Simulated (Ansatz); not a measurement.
An Ansatz (a first-principles code) input (r2SCAN, PAW, 500 eV (Ansatz; without spin-orbit coupling)):

Ansatz 0.2 input:
```yaml
crystal:
  lattice:
    - [0, 2.837285992, 2.837285992]
    - [2.837285992, 0, 2.837285992]
    - [2.837285992, 2.837285992, 0]
  atoms:
    - { symbol: Ge, position: [0, 0, 0] }
    - { symbol: Ge, position: [0.25, 0.25, 0.25] }
basis: { ecutwfc: 500, ecutrho_ratio: 4, xc_grid: 4, fft_grid_basis: typed }
kpoints: { mp_grid: { grid: [23, 23, 23] } }
hamiltonian:
  xc: r2scan
  dispersion: none
  pseudopotentials: { kind: paw }
total_charge: 0.068522
scf: { occupations: { method: fermi_dirac, width: 0.0259 }, convergence: { dr2_threshold: 0.0000000002 } }
relax: { f_tol: 0.005, max_steps: 30 }
output: { forces: true, stress: true }
checkpoint: { write: state.ck, write_every: 1000 }
```

Which symmetry and how many k-points will the program report, and about how many plane waves at Γ?

Space group Fd-3m (ITA 227) with 48 operations, k-points 364 of 12167, and 1211 plane waves at Γ.

Charged cell with a jellium background: band edges are those of the host's band count, energies are not comparable with the neutral cell, and many-body gap narrowing is missing. No phonon test of stability was made. The cell was made from Ge in the diamond structure (space group Fd-3m, No. 227) by this change: holes 1.5×10^21 cm⁻³.
